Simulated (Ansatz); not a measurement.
A calculation on fluorite PtAl2 returned lattice constant a 5.889 Å, bulk modulus 140 GPa.

For reference: lattice constant a 5.91 Å (measured, temperature not stated, copied from a table, unchecked, not corrected to a static lattice; as tabulated in Crystal Structures 1, 239 (1963)).

Which level of theory produced these numbers?
(A) LDA (Ansatz, a first-principles code)
(B) PBEsol+SOC (Ansatz)
(C) PBE (Ansatz)
(D) PBE+SOC (Ansatz)

B, PBEsol+SOC (Ansatz)

The others give: PBE+SOC 5.939 Å, 130 GPa; PBE 5.946 Å, 129 GPa; LDA 5.853 Å, 145 GPa.

Unless a cell is named, each level is at its own relaxed cell (LDA 16.71, PBE 17.52, PBE+SOC 17.45, PBEsol+SOC 17.02 Å³/atom).

Ansatz's density-functional and Hartree–Fock values are scalar-relativistic unless marked +SOC, with PAW data made under PBE.
